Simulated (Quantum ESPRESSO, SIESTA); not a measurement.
A SIESTA input for a self-consistent single point of SrC2 (C2/c, 6 atoms in the cell) (DFT, LDA PW92, numerical atomic orbitals DZP, PseudoDojo LDA standard norm-conserving potentials (rewritten from UPF to PSML)):

```
# files in the folder: Sr.psml C.psml (PseudoDojo LDA standard)
SystemName  SrC2
SystemLabel src2

NumberOfAtoms                6
NumberOfSpecies              2
%block ChemicalSpeciesLabel
  1 38 Sr
  2 6 C
%endblock ChemicalSpeciesLabel
LatticeConstant              1.0 Ang
%block LatticeVectors
     3.458547000   -2.171518000    0.000000000
     3.458547000    2.171518000    0.000000000
    -2.337761000    0.000000000    7.266105000
%endblock LatticeVectors
AtomicCoordinatesFormat      Ang
%block AtomicCoordinatesAndAtomicSpecies
     1.705226250    1.394852872    5.449578750  1
     2.874106750   -1.394852872    1.816526250  1
     0.600924580   -0.638165710    4.051652809  2
     3.978408420    0.638165710    3.214452191  2
     2.809527920   -0.638165710    6.847504691  2
     1.769805080    0.638165710    0.418600309  2
%endblock AtomicCoordinatesAndAtomicSpecies

XC.functional                LDA
XC.authors                   PW92
PAO.BasisSize                DZP
PAO.EnergyShift              0.01 Ry
MeshCutoff                   400 Ry
%block kgrid.MonkhorstPack
    6   0   0  0.0
    0   6   0  0.0
    0   0   3  0.0
%endblock kgrid.MonkhorstPack
OccupationFunction           FD
ElectronicTemperature        10 K

MaxSCFIterations             150
SCF.Mixer.Method             Pulay
SCF.Mixer.Weight             0.2
SCF.Mixer.History            8
SCF.DM.Tolerance             1.0E-04
Diag.ParallelOverK           true
WriteForces                  true
Charge.Mulliken              end
```

**Question.** Translate this input to Quantum ESPRESSO.

**Answer.** One input that does it (others would too):

```fortran
&control
  calculation = 'scf',
  prefix = 'pwscf',
  outdir = './out',
  pseudo_dir = './',
  tprnfor = .true.,
  tstress = .true.,
/
&system
  ibrav = 0,
  nat = 6,
  ntyp = 2,
  ecutwfc = 40,
  ecutrho = 200,
  occupations = 'fixed',
  nbnd = 22,
/
&electrons
  conv_thr = 1.0d-10,
/
ATOMIC_SPECIES
Sr    87.6200  sr_lda_v1.uspp.F.UPF
C     12.0110  c_lda_v1.2.uspp.F.UPF
ATOMIC_POSITIONS crystal
Sr    0.17883000    0.82117000    0.75000000
Sr    0.82117000    0.17883000    0.25000000
C     0.42227000    0.12839000    0.55761000
C     0.57773000    0.87161000    0.44239000
C     0.87161000    0.57773000    0.94239000
C     0.12839000    0.42227000    0.05761000
K_POINTS automatic
6 6 3  0 0 0
CELL_PARAMETERS angstrom
   3.45854700    -2.17151800     0.00000000
   3.45854700     2.17151800     0.00000000
  -2.33776100     0.00000000     7.26610500
```

Basis settings and potentials, where a program has them, do not carry over. This input uses DFT, LDA (PZ), plane waves, GBRV 1.5 ultrasoft (LDA) pseudopotentials. LDA parametrisations can differ slightly between programs.

The starting cell comes from a database of computed structures (which also holds hypothetical and non-ambient phases and stackings), without a prior relaxation at this level. For this run, on top of that: lattice scaled by 0.98.
